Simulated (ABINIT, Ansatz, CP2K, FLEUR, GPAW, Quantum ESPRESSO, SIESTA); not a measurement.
## SnSe (Pnma, 8 atoms in the cell) computed with different codes at matched settings

Self-consistent single point.

```
CELL_PARAMETERS angstrom
     11.59564     0.00000     0.00000
      0.00000     4.10191     0.00000
      0.00000     0.00000     4.67317
ATOMIC_POSITIONS crystal
  Sn 0.61879 0.75000 0.37655
  Sn 0.38121 0.25000 0.62345
  Sn 0.88121 0.25000 0.87655
  Sn 0.11879 0.75000 0.12345
  Se 0.14855 0.25000 0.50918
  Se 0.85145 0.75000 0.49082
  Se 0.35145 0.75000 0.00918
  Se 0.64855 0.25000 0.99082
```

All programs got the same cell, k-point mesh and kind of occupations (some realise fixed ones as a very narrow smearing) (in Ansatz's words: kpoints.mp_grid.grid = 1 3 3; scf.occupations.method = fixed); potentials, basis and cutoffs are each program's usual ones.

| code | model | pressure (GPa) | largest force (eV/Å) | gap on the mesh (eV) | k-points | cutoff |
|---|---|---|---|---|---|---|
| SIESTA | GGA PBE, numerical atomic orbitals DZP, PseudoDojo PBE standard norm-conserving potentials (rewritten from UPF to PSML) | 3.85 | 0.708 | 0.722 | 5 | grid 300 Ry |
| Ansatz | PBE, default PAW files | 2.50 | 0.184 | 0.724 | 4 | default |
| ABINIT | PBE, PAW (JTH v2.0 PBE PAW) | 2.44 | 0.189 | 0.722 | 4 | 20 Ha |
| FLEUR | PBE, all-electron FLAPW (FLEUR), scalar-relativistic valence | – | 0.211 | 0.747 | 4 | Kmax 4.2 1/bohr |
| GPAW | PBE, GPAW PAW datasets PBE (gpaw-data 1.0.1) | 2.31 | 0.176 | 0.718 | 4 | 550 eV |
| CP2K | PBE, GPW, TZVP-MOLOPT-SR-GTH basis, GTH-PBE potentials (GTH_POTENTIALS) | 3.60 | 0.287 | 0.718 | 5 | grid 400 Ry |
| Quantum ESPRESSO | PBE, GBRV 1.5 ultrasoft (PBE) pseudopotentials | 2.49 | 0.189 | 0.720 | 4 | 40 Ry |

Size of the force on each atom (eV/Å): Sizes of forces hide their directions.

```
code                Sn1    Sn2    Sn3    Sn4    Se5    Se6    Se7    Se8
----------------  -----  -----  -----  -----  -----  -----  -----  -----
SIESTA            0.708  0.708  0.708  0.708  0.595  0.595  0.595  0.595
Ansatz            0.125  0.125  0.125  0.125  0.184  0.184  0.184  0.184
ABINIT            0.155  0.155  0.155  0.155  0.189  0.189  0.189  0.189
FLEUR             0.211  0.211  0.211  0.211  0.211  0.211  0.211  0.211
GPAW              0.115  0.115  0.115  0.115  0.176  0.176  0.176  0.176
CP2K              0.280  0.280  0.280  0.280  0.287  0.287  0.287  0.287
Quantum ESPRESSO  0.132  0.132  0.132  0.132  0.189  0.189  0.189  0.189
```

A dash marks a value that a program does not give, or that is left out as unsure.

Gaps are read on the mesh.

The spread over the programs that give each value: pressure within 1.54 GPa; largest force within 0.532 eV/Å; gap on the mesh within 0.029 eV.

The starting cell comes from a database of computed structures (which also holds hypothetical and non-ambient phases and stackings), without a prior relaxation at this level. Its lattice was rescaled by a random factor within 2.5 % of one.

Why do the programs differ, and what cannot be compared?

Differences of this kind can come from the potentials, where these differ, and from what each basis and cutoff leave unconverged. The valence holds different numbers of electrons (SIESTA 120, Ansatz (an electronic-structure program) 120, ABINIT 80, FLEUR 120, GPAW 80, CP2K 40, Quantum ESPRESSO 80). The zero of total energies and Fermi levels follows the potentials and each program's conventions, so they are not compared here. SIESTA and CP2K use small atom-centred bases, whose incompleteness enters pressures, forces and empty levels differently from a plane-wave cutoff. FLEUR treats all electrons, but the usual bases taken here (sphere radii, linearisation, local orbitals, empty states) were not tested for convergence, so the values are no reference for the others. Ansatz's pressure is given at a fixed set of plane waves, as the other plane-wave codes print theirs. The programs reduce the same mesh by symmetry to different extents, which changes the work and not the result. In the pressure, SIESTA (by 1.39) and CP2K (by 1.13) lie more than 1 GPa from the median of the plane-wave programs. In the force vectors, SIESTA (by 0.583), FLEUR (by 0.085) and CP2K (by 0.154) lie more than 0.08 eV/Å from the median of the plane-wave programs.

The shared mesh is coarse (it stands for a supercell whose shortest vector is 12 Å), so the values are not converged in it.

Left out of this page: Elk (unsound by tests on forces, stress, charge or solver warnings).

Keys are those of Ansatz 0.2.
